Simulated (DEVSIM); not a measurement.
Structure: Co/Si3N4/p-Ge capacitor, at 300 K.

| layer (left to right) | material | thickness (nm) | Na (cm⁻³) |
|---|---|---|---|
| 1 | Si3N4 | 5.00 | - |
| 2 | Ge | 2100 | 8e16 |

Metal gate on the left, work function 5 eV. Fixed charge at the semiconductor interface 2.8e12 cm⁻² (in units of +e); no interface traps.

Constants are typed, rounded textbook-type inputs, not results; the design itself was drawn at random and stands for no fabricated device. Values at 300 K; Nc and Nv go as T^1.5, mobilities as T to minus their exponent, the gap by Varshni's rule with the affinity fixed.

```csv
parameter,Si3N4,Ge
gap (eV),5.1,0.664
affinity (eV),2.1,4
permittivity,7.5,16
Nc (cm⁻³),-,1.04e19
Nv (cm⁻³),-,6e18
Varshni α (eV/K),-,0.000477
Varshni β (K),-,235
```

Simulated with DEVSIM: 1D Poisson equation in equilibrium, Boltzmann statistics, complete ionisation; no quantum confinement or tunnelling. Metal contacts follow the ideal Schottky-Mott rule: no Fermi-level pinning, no interface dipoles.

The temperature was swept, all else fixed.

| temperature (K) | minimum of the low-frequency capacitance (μF/cm²) | threshold voltage (band bending 2φF) (V) | flat-band voltage (V) |
|---|---|---|---|
| 250 | 0.140 | 0.66 | 0.07 |
| 300 | 0.156 | 0.63 | 0.11 |
| 350 | (withheld) | (withheld) | 0.16 |
| 400 | 0.215 | 0.56 | 0.20 |
| 450 | 0.272 | 0.51 | 0.25 |
| 500 | 0.360 | 0.47 | 0.30 |

Problem. What belongs in the gaps?

Solution. 
- 350, minimum of the low-frequency capacitance (μF/cm²): 0.178
- 350, threshold voltage (band bending 2φF) (V): 0.59
